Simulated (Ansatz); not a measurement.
**What biaxial strain −1.03 %, plane normal [001], relaxed out of plane does to hypothetical rutile SnS2**

Consider SnS2 in the rutile structure (space group P4_2/mnm, No. 136; a = 6.071 Å, c = 3.787 Å; a hypothetical phase, not in the database extracts checked). Axes: x, y, z lie along a, b, c of the conventional cell.

Now apply this change: compressive biaxial strain of 1.03 % in the plane normal to [001], as in epitaxy on a mismatched substrate; the out-of-plane cell vector and the atoms relax.

Computed with DFT with PBEsol, PAW potentials and a 420 eV plane-wave cutoff in Ansatz (a quantum-chemistry and plane-wave program), spin-orbit coupling left out, earlier PAW set. Γ-centred 6×6×9 mesh, Fermi–Dirac width 0.05 eV.

The space group remains P4_2/mnm (No. 136) and the shortest interatomic distance rises by 0.005 Å (2.518 Å → 2.523 Å). The band gap stays zero and the out-of-plane strain comes out as +0.96 % (rough). The mean in-plane stress (compression positive) is +0.7 GPa (rough).

Final structure (turned so that z lies along the plane normal):

```xyz
6
Lattice="6.0081 0.0000 0.0000 0.0000 6.0081 0.0000 0.0000 0.0000 3.8239" Properties=species:S:1:pos:R:3 pbc="T T T"
Sn     0.0000     0.0000     0.0000
Sn     3.0040     3.0040     1.9120
S      1.8404     1.8404     0.0000
S      4.8444     1.1636     1.9120
S      1.1636     4.8444     1.9120
S      4.1677     4.1677     0.0000
```

Cost of the whole job for the changed cell (relaxation, final SCF and bands): about 40 core-seconds (a rough figure).

The mesh was chosen for an insulator and is coarse for the gapless case. Without a gap, meshes like the base's 6×6×9 leave anisotropic stresses uncertain by several tenths of a GPa, and small strain energies with them. Stability against distortions was not tested. All final runs are without spin polarisation. The zero or small gap of SnS2 can change with the level of theory.
